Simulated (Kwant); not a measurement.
Device: six-terminal Hall bar in a GaN two-dimensional gas. Effective mass 0.22 mₑ, grid spacing 12 nm, hard walls, nominal width 300 nm (25 grid rows, so walls 312 nm apart), one parabolic valley, scattering region 780 nm long along x; energies count from the band bottom; Fermi energy 0.000338 eV. Four side probes 150 nm wide, two on each edge; current runs along x; the sign of the Hall resistance is a convention. Perpendicular field swept from 0.053527 to 1.0919 T, also in the leads; orbital effect alone.

The device is made up for the run: typed textbook-type constants, with dimensions and the other settings drawn at random.

Computed with Kwant: effective-mass tight-binding model on a square grid, one spin, coherent transport at 0 K. Resistances are in h/e².

Sweep values stay those of the base run.

The Fermi energy was swept, all else fixed.

```
Fermi energy (eV)  mean Hall resistance (h/e²) over the sweep  Hall resistance (h/e²) at B = 0.5639 T
-----------------  ------------------------------------------  --------------------------------------
0.00017                                                  0.82                                    1.00
0.00024                                                  0.82                                    1.00
0.00029                                                  0.80                                    1.00
0.000338                                                  [?]                                    1.00
0.00041                                                  0.70                                    1.00
0.00051                                                  0.62                                    0.50
0.00068                                                  0.47                                    0.50
```

Question: Fill in the missing entries.

Answer: 
- 0.000338, mean Hall resistance (h/e²) over the sweep: 0.76
